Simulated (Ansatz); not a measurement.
GaAl₃As₄ (model structure, P-4m2, No. 115, 8 atoms in the cell), treated with r²SCAN (Ansatz, a program for electronic structure, plane waves, PAW).

Input:

Ansatz 0.2 input:
```yaml
crystal:
  lattice:
    - [4.0114951101, 0.0, 0.0]
    - [0.0, 4.0114951101, 0.0]
    - [0.0, 0.0, 11.335222444]
  atoms:
    - { symbol: Ga, position: [0.0, 0.0, 0.0] }
    - { symbol: As, position: [0.5, 0.0, 0.1248864615] }
    - { symbol: Al, position: [0.5, 0.5, 0.2496536109] }
    - { symbol: As, position: [0.0, 0.5, 0.3747958275] }
    - { symbol: Al, position: [0.0, 0.0, 0.5] }
    - { symbol: As, position: [0.5, 0.0, 0.6252041725] }
    - { symbol: Al, position: [0.5, 0.5, 0.7503463891] }
    - { symbol: As, position: [0.0, 0.5, 0.8751135385] }
basis:
  ecutwfc: 560
  ecutrho_ratio: 4
  xc_grid: 3
kpoints:
  mp_grid: { grid: [8, 8, 4] }
  band_path:
    path:
      - [0.0, 0.0, 0.0]
      - [0.0, 0.071429, 0.0]
      - [0.0, 0.142857, 0.0]
      - [0.0, 0.214286, 0.0]
      - [0.0, 0.285714, 0.0]
      - [0.0, 0.357143, 0.0]
      - [0.0, 0.428571, 0.0]
      - [0.0, 0.5, 0.0]
      - [0.071429, 0.5, 0.0]
      - [0.142857, 0.5, 0.0]
      - [0.214286, 0.5, 0.0]
      - [0.285714, 0.5, 0.0]
      - [0.357143, 0.5, 0.0]
      - [0.428571, 0.5, 0.0]
      - [0.5, 0.5, 0.0]
      - [0.454545, 0.454545, 0.0]
      - [0.409091, 0.409091, 0.0]
      - [0.363636, 0.363636, 0.0]
      - [0.318182, 0.318182, 0.0]
      - [0.272727, 0.272727, 0.0]
      - [0.227273, 0.227273, 0.0]
      - [0.181818, 0.181818, 0.0]
      - [0.136364, 0.136364, 0.0]
      - [0.090909, 0.090909, 0.0]
      - [0.045455, 0.045455, 0.0]
      - [0.0, 0.0, 0.25]
      - [0.0, 0.0, 0.5]
      - [0.0, 0.071429, 0.5]
      - [0.0, 0.142857, 0.5]
      - [0.0, 0.214286, 0.5]
      - [0.0, 0.285714, 0.5]
      - [0.0, 0.357143, 0.5]
      - [0.0, 0.428571, 0.5]
      - [0.0, 0.5, 0.5]
      - [0.071429, 0.5, 0.5]
      - [0.142857, 0.5, 0.5]
      - [0.214286, 0.5, 0.5]
      - [0.285714, 0.5, 0.5]
      - [0.357143, 0.5, 0.5]
      - [0.428571, 0.5, 0.5]
      - [0.5, 0.5, 0.5]
      - [0.454545, 0.454545, 0.5]
      - [0.409091, 0.409091, 0.5]
      - [0.363636, 0.363636, 0.5]
      - [0.318182, 0.318182, 0.5]
      - [0.272727, 0.272727, 0.5]
      - [0.227273, 0.227273, 0.5]
      - [0.181818, 0.181818, 0.5]
      - [0.136364, 0.136364, 0.5]
      - [0.090909, 0.090909, 0.5]
      - [0.045455, 0.045455, 0.5]
      - [0.0, 0.5, 0.25]
      - [0.5, 0.5, 0.25]
    npoints: 1
hamiltonian:
  xc: r2scan
  dispersion: none
  pseudopotentials: { kind: paw }
scf:
  occupations: { method: fermi_dirac, width: 0.01 }
  convergence: { dr2_threshold: 0.0000000008 }
output:
  forces: true
  stress: true
  eigenvalues: true
  write_bands: true
```

Excerpt of the program's output:

```
Crystal: 8 atoms, lattice volume = 182.407 Å³
Basis set: ecut = 560 eV, 5435 PW (Γ), exchange–correlation on 96×96×270 points (27 copies of the dense FFT grid, shifted against one another)
Bands: 50, of which v1, the nominal top of the filled ones, is band 41 counted from 1 (40 counted from 0)
Symmetry: 8 space group operations
Space group: P-4m2 (ITA 115), of the structure as read, at distance tolerance 5.7e-5 Å
k-points: 45 of 256 (time reversal used)
Functional: x = r2scan, c = r2scan; τ floored in thin density (d = 2e-4 eV/Å³)
SCF iter   1: F=—  HF=-24874.403489 eV  |F-HF|=—  |Δ(HF+E_count)|=         —  Δρ=4.87e-3  dr2=3.99e-2  dr2_τ=3.09e-2
SCF iter   2: F=—  HF=-24874.475651 eV  |F-HF|=—  |Δ(HF+E_count)|=   7.22e-2  Δρ=2.04e-3  dr2=1.02e-2  dr2_τ=9.37e-5
  ...
SCF iter   9: F=—  HF=-24874.473836 eV  |F-HF|=—  |Δ(HF+E_count)|=   4.09e-9  Δρ=8.26e-7  dr2=2.23e-9  dr2_τ=2.07e-11
SCF iter  10: F=-24874.473836 eV  HF=-24874.473836 eV  |F-HF|=5.02e-10  |Δ(HF+E_count)|=  6.91e-11  Δρ=2.50e-7  dr2=2.15e-10  dr2_τ=2.86e-12
SCF 1 converged in 10 iterations: F = -24874.473836 eV  dr2 = 2.15e-10
SCF converged after 10 iterations
Free energy (F): -24874.473836 eV
Internal energy: -24874.473836 eV  (E = F + TS)
E sigma→0 (E₀):  -24874.473836 eV
Fermi energy:    7.423487 eV
--- Forces (eV/Å), atoms counted from 1 ---
  atom   1  Ga     0.00000000     0.00000000     0.00000000
  atom   2  As    -0.00000000     0.00000000     0.03373260
  atom   3  Al     0.00000000     0.00000000    -0.00716955
  atom   4  As     0.00000000     0.00000000     0.00015706
  atom   5  Al     0.00000000     0.00000000     0.00000000
  atom   6  As    -0.00000000     0.00000000    -0.00015706
  atom   7  Al     0.00000000     0.00000000     0.00716955
  atom   8  As     0.00000000     0.00000000    -0.03373260
--- Stress (GPa, compression-positive) ---
        0.168394       0.000000      -0.000000
        0.000000       0.168394       0.000000
        0.000000       0.000000       0.179334
  P = ⅓ Tr σ = 0.1720 GPa (1.720 kbar)
```

The PAW data were made under PBE.

Note: the relaxation could raise the start's symmetry but not lower it, so the cell can be a saddle point. Note: cell and atoms aren't relaxed at this level (largest force component 0.03 eV/Å).

A model structure was made by putting elements into a prototype or built by hand; it is no filed structure, need not be a known phase, and can be a saddle point held by its symmetry.
